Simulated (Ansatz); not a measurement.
**Point defect N_O in monoclinic HfO2**

These are PBE, PAW (plane waves to 420 eV; Ansatz, a quantum-chemistry and plane-wave program) values and carry that method's errors. Cell: 96 sites, 2×2×2; final energies on a 2×2×2 shifted mesh. Site at the start: the O(1,3-fold) site. Energies of charged states are corrected for periodic images (point charge plus alignment at distant sites). Dielectric constants: PBE linear response of the host. Host gap at this level: 4.04 eV. Finite-size and sampling errors can reach tenths of an eV here. PBE underestimates the host's gap, which shifts levels and can delocalise carriers. Spin–orbit coupling is left out, which matters for these heavy elements. Each state is the lowest found from its start.

Formation energies E_f are given with the Fermi level at the valence-band maximum. Chemical conditions: Hf-rich (Δμ(O) = -5.19 eV, Δμ(N) = -3.31 eV, bounded by rock-salt HfN; only phases computed here count, gases as isolated molecules at 0 K). Reference phases: N: N2 molecule in a box, O: O2 molecule in a box.

Charges from +1 to −1 were run; one beyond them could lie lower near a band edge.

```
charge         moment (μB)  point group  largest move off a lattice site (Å)  image correction with alignment (eV)  E_f, Hf-rich (eV)  above the lowest spin state (eV)
------  ------------------  -----------  -----------------------------------  ------------------------------------  -----------------  --------------------------------
+1                     2.0           C1                                 0.23                                  0.08               3.13                              0.00
+1      not spin-polarised           C1                                 0.10                                  0.07               3.67                              0.54
0                      1.0           C1                                 0.06                                  0.00               3.57                              0.00
−1      not spin-polarised           C1                                 0.09                                  0.09               4.57                              0.00
```

Point groups are those of the whole cell at tolerances of 0.03 and 0.1 Å ("near" where only the looser one holds); none is given for unsettled states.

Transition levels above the valence-band maximum: ε(+1/0) = 0.44 eV; ε(0/−1) = 1.00 eV. On the lower envelope of the bound states, inside the gap: (+1/0) at 0.44 eV; (0/−1) at 1.00 eV.

Flagged in the runs: a host whose relaxation on this sampling wasn't shown to rest.

All states together cost about 7 core-hours (a rough figure).
